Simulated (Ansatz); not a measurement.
Input and output of a zone-centre phonon calculation for LiAg3 (Pm-3m, 4 atoms in the cell) (Ansatz, a program for electronic structure).

Computed with LDA (PW92), PAW files made with PBE (plane waves; Ansatz).

```xyz
4
Lattice="4.0334 0.0000 0.0000 0.0000 4.0334 0.0000 0.0000 0.0000 4.0334" Properties=species:S:1:pos:R:3 pbc="T T T"
Li     0.0000     0.0000     0.0000
Ag     0.0000     2.0167     2.0167
Ag     2.0167     0.0000     2.0167
Ag     2.0167     2.0167     0.0000
```

Reference input (self-consistent single point, DFT, PBEsol, plane waves, PAW files made with PBE): basis.ecutwfc = 420 eV; kpoints.mp_grid.grid = 8 8 8; hamiltonian.xc = pbesol; hamiltonian.pseudopotentials = {kind: paw} (the program's default PAW files); scf.occupations.method = fermi_dirac; scf.occupations.width = 0.05 eV. This run's input differs from it in these lines:

Ansatz 0.2 input:
```diff
@@ -16,3 +16,3 @@
 hamiltonian:
-  xc: pbesol
+  xc: lda
   pseudopotentials:
@@ -24,6 +24,4 @@
     width: 0.05
-output:
-  forces: true
-  eigenvalues: true
-  stress: true
+phonons:
+  method: dfpt
```

Log, with long lists cut:

```
SCF iter   1: F=—  HF=-22578.631288 eV  |F-HF|=—  |Δ(HF+E_count)|=         —  Δρ=9.40e-2  dr2=7.34e0  ethr=3.10e-3  ⟨swp⟩=5.5  Hψ=15324  notcnv=0  defer=6
all-band conjugate gradients solve this SCF's bands
preconditioner: auto → Kerker (q_TF=auto, 2.688 Å⁻¹)
SCF iter   2: F=—  HF=-22577.019368 eV  |F-HF|=—  |Δ(HF+E_count)|=    1.61e0  Δρ=2.79e-2  dr2=6.79e-1  ethr=3.10e-3  ⟨swp⟩=2.7  Hψ=8565  notcnv=0  defer=126
   [... lines left out ...]
SCF iter   8: F=—  HF=-22576.759650 eV  |F-HF|=—  |Δ(HF+E_count)|=   5.27e-6  Δρ=1.12e-5  dr2=8.24e-8  ethr=5.97e-9  ⟨swp⟩=2.0  Hψ=6269  notcnv=0  defer=132
SCF iter   9: F=—  HF=-22576.759650 eV  |F-HF|=—  |Δ(HF+E_count)|=   8.88e-9  Δρ=1.73e-6  dr2=2.15e-9  ethr=1.37e-10  ⟨swp⟩=2.6  Hψ=6066  notcnv=0  defer=132
SCF iter  10: F=—  HF=-22576.759650 eV  |F-HF|=—  |Δ(HF+E_count)|=  1.89e-10  Δρ=2.94e-7  dr2=7.54e-11  ethr=3.58e-12  ⟨swp⟩=2.1  Hψ=5123  notcnv=0  defer=132
SCF iter  11: F=-22576.759650 eV  HF=-22576.759650 eV  |F-HF|=1.09e-11  |Δ(HF+E_count)|=  1.09e-11  Δρ=7.09e-8  dr2=4.25e-12  ethr=1.00e-12  ⟨swp⟩=9.2  Hψ=19611  notcnv=0
SCF 1 converged in 11 iterations: F = -22576.759650 eV  dr2 = 4.25e-12
DFPT response loops at Γ: preconditioner auto → Kerker (q_TF=auto, 2.688 Å⁻¹) (partly filled bands, converged f_vac=0.000) …
Free energy (F): -22576.759650 eV
Internal energy: -22576.751198 eV  (E = F + TS)
E sigma→0 (E₀):  -22576.755424 eV
Entropy (-TS):   -0.008452 eV (-2.113 meV/atom)
Fermi energy:    13.481335 eV
--- Phonons (Γ-DFPT): 3 representative perturbations + reference, on 125 of 512 k-points (Σ response iterations 11) ---
  k mesh reduced under 8 symmetry operations, with k and −k counted as one. Each operation leaves every solved displacement unchanged or reverses it
  ASR residual: 5.636e-5 → 0.000e0 eV/Å²; symmetrization residual: 1.278e-6 eV/Å²
  ASR residual per site (eV/Å²): 1.15e-5 5.64e-5 5.64e-5 5.64e-5
  Γ frequencies (cm⁻¹): 0.00 0.00 0.00 103.31 103.31 103.31 141.98 141.98 141.98 281.35 281.35 281.35
  non-analytic LO–TO correction: not included (Born effective charges unavailable; polar crystals: no LO–TO splitting at Γ)
```

The run converged in 11 iterations. 

Summary of the result:
```
Quantity                                                                                                Result
--------------------------------------------------------  ----------------------------------------------------
Free energy E − TS (on the zero of these files)                                                 -22576.7597 eV
Fermi level (on the code's own zero)                                                                  13.48 eV
Zone-centre frequencies (cm⁻¹; negative means imaginary)  0, 0, 0, 103, 103, 103, 142, 142, 142, 281, 281, 281
```

The starting cell comes from a database of computed structures (which also holds hypothetical and non-ambient phases and stackings), without a prior relaxation at this level. Its lattice was rescaled by a random factor within 2.5 % of one.

Cost on one core of a shared machine: roughly 2 min.
